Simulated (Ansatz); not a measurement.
# Cu3SbS4: uniaxial strain ε_zz = −3.00 %

Base system: Cu$_{3}$SbS$_{4}$ (space group I-42m, No. 121; a = 5.340 Å, c = 10.635 Å). Axes: x, y, z lie along a, b, c of the conventional cell.

It is then changed as follows: uniaxial strain ε_zz = −3.00 %, all other strain components held at zero; the atoms relax in the strained cell.

All numbers come from PBEsol (Ansatz, a quantum-chemistry and plane-wave program; PAW; 420 eV plane waves; scalar-relativistic without spin-orbit coupling). Settings: 12×12×12 k-points, 0.05 eV Fermi–Dirac smearing.

```tsv
quantity	base	changed	shift
volume per atom	18.95 Å³	18.38 Å³	-0.57 Å³
space group	I-42m (No. 121)	I-42m (No. 121)	–
shortest interatomic distance	226.0 pm	223.7 pm	-2.3 pm
energy relative to the base (free energy F)	0 meV/atom	+5.7 meV/atom	+5.7 meV/atom
pressure (mean of the normal stresses, compression positive)	0.0 GPa	2.6 GPa	+2.6 GPa
band gap	zero	zero	–
stress (xx, yy, zz, yz, xz, xy; compression positive) (rough)	–	(2.3, 2.3, 3.2, 0.0, 0.0, 0.0) GPa	–
```

Final structure:

```xyz
8
Lattice="-2.6699 2.6699 5.1580 2.6699 -2.6699 5.1580 2.6699 2.6699 -5.1580" Properties=species:S:1:pos:R:3 pbc="T T T"
S      1.2437     1.2437     3.7727
S      1.2437    -1.2437     6.5433
S      1.4262     1.4262    -1.3853
S     -1.2437     1.2437     6.5433
Sb     0.0000     0.0000     0.0000
Cu     2.6699     0.0000     2.5790
Cu     0.0000     2.6699     2.5790
Cu     0.0000     0.0000     5.1580
```

Without a gap, meshes like the base's 12×12×12 leave anisotropic stresses uncertain by several tenths of a GPa, and small strain energies with them. With Sb present, leaving out spin-orbit coupling can change the band edges. No phonon test of stability was made. The final runs are not spin-polarised. A zero or small gap of Cu3SbS4 can be the functional's error rather than a property of the material.
